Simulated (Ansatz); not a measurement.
**Short convergence ladders for ZnPt₃ (P4mm, 4 atoms in the cell)**

```xyz
4
Lattice="3.9102 0.0000 0.0000 0.0000 3.9102 0.0000 0.0000 0.0000 3.9102" Properties=species:S:1:pos:R:3 pbc="T T T"
Zn     0.0000     0.0000     0.0500
Pt     1.9551     1.9551     0.0000
Pt     0.0000     1.9551     1.9551
Pt     1.9551     0.0000     1.9551
```

Base method: PBEsol, default PAW files made with PBE (plane waves; Ansatz, a quantum-chemistry and plane-wave program).

Base settings: basis.ecutwfc = 30.9 Ry; kpoints.mp_grid.grid = 7 7 7; hamiltonian.xc = pbesol; hamiltonian.pseudopotentials = {kind: paw} (the program's default PAW files); scf.occupations.method = gaussian; scf.occupations.width = 0.0073 Ry.

The count of work is k-points × plane waves × bands × iterations; it is no time. 

**The cutoff for other potential files**

Level: DFT, PBEsol, plane waves, harder PAW files (source: ansatz) made with PBE.

In this ladder: hamiltonian.pseudopotentials = {kind: paw, source: ansatz}.

The second cell is the first with its lattice scaled by 0.98.

The mesh stays at the base's, so the ladder's end is converged at best in this setting alone.

The first pressure column holds Ansatz's estimate of the finite-basis (Pulay) stress, which hides part of the cutoff error; the other is without it.

Only quantities that move along the ladder and can be compared are tabulated.

```tsv
basis.ecutwfc	free energy less the last step's (meV/atom)	energy of the compressed cell less the first (meV/atom)	pressure (GPa)	pressure without the Pulay estimate (GPa)	largest difference of a force vector from the last step's (eV/Å)	count of work / last
21.7 Ry	10027.48	63.07	-14.81	-552.60	0.256	0.11
26.8 Ry	1629.16	14.05	-6.75	-123.66	0.038	0.14
33.8 Ry	91.94	5.48	-6.09	-16.03	0.006	0.21
41.2 Ry	2.97	5.70	-6.03	-6.36	0.000	0.27
48.5 Ry	1.11	5.70	-6.03	-6.05	0.000	0.35
58.1 Ry	0.81	5.70	-6.03	-6.04	0.000	0.45
72.8 Ry	0.42	5.70	-6.03	-6.05	0.000	0.63
97 Ry	0.00	5.70	-6.03	-6.08	0.000	1.0
```

Coarsest basis.ecutwfc that holds the free energy within 5 meV/atom of the last step, with all finer ones: 41.2 Ry, at 0.27 of the last step's count of work; the step before is off by 92 meV/atom.

Coarsest basis.ecutwfc that holds the energy of the compressed cell less the first within 0.2 meV/atom of the last step, with all finer ones: 41.2 Ry, at 0.27 of the last step's count of work; the step before is off by 0.22 meV/atom.

Coarsest basis.ecutwfc that holds the pressure within 0.5 GPa of the last step, with all finer ones: 33.8 Ry, at 0.21 of the last step's count of work; the step before is off by 0.72 GPa.

The energy difference between the two cells stays within 1 meV/atom of the last step's from 33.8 Ry on, the total only from 58.1 Ry on: much of the error is common to both cells and cancels.

At the lowest cutoff the pressure without the Pulay estimate lies 547 GPa under the last step's, the usual sign of Pulay stress in an incomplete plane-wave basis.

**The density cutoff**

The mesh stays at the base's, so the ladder's end is converged at best in this setting alone.

Only quantities that move along the ladder and can be compared are tabulated.

| basis.ecutrho_ratio | free energy less the last step's (meV/atom) | pressure (GPa) |
|---|---|---|
| 2 | -3.34 | -5.89 |
| 3 | -0.07 | -6.10 |
| 4 | 0.00 | -6.10 |
| 5 | 0.00 | -6.10 |
| 6 | 0.00 | -6.10 |
| 8 | 0.00 | -6.10 |
| 10 | 0.00 | -6.10 |
| 12 | 0.00 | -6.10 |
| 16 | 0.00 | -6.10 |

Coarsest basis.ecutrho_ratio that holds the pressure within 0.05 GPa of the last step, with all finer ones: 3; the step before is off by 0.21 GPa.

Coarsest basis.ecutrho_ratio that holds the free energy within 1 meV/atom of the last step, with all finer ones: 3; the step before is off by 3.3 meV/atom.

**The relaxed cell against the cutoff**

On ZnPt3 (Pm-3m, 4 atoms in the cell): atoms on their sites.

In this ladder: relax = cell and atoms.

The mesh stays at the base's, so the ladder's end is converged at best in this setting alone.

Only quantities that move along the ladder and can be compared are tabulated.

| basis.ecutwfc | relaxed volume (Å³/atom) | relaxation steps |
|---|---|---|
| 21.7 Ry | 14.591 | 12 |
| 26.1 Ry | 14.543 | 7 |
| 30.9 Ry | 14.544 | 5 |
| 37.1 Ry | 14.544 | 5 |
| 46.3 Ry | 14.543 | 5 |
| 61.7 Ry | 14.543 | 5 |

Coarsest basis.ecutwfc that holds the relaxed volume within 0.029 Å³/atom of the last step, with all finer ones: 26.1 Ry; the step before is off by 0.047 Å³/atom.

At the lowest cutoff the cell relaxes to a volume 0.3 % larger than at the highest. Ansatz relaxes on a stress corrected for the finite basis.

On the base run: the starting cell comes from a database of computed structures (which also holds hypothetical and non-ambient phases and stackings), without a prior relaxation at this level. Its lattice was rescaled by up to half a per cent. One atom was moved a little off its site on purpose. Spin polarisation is off.

Left out of this page: 2 runs of the series failed or unconverged.

Keys are those of Ansatz 0.2.
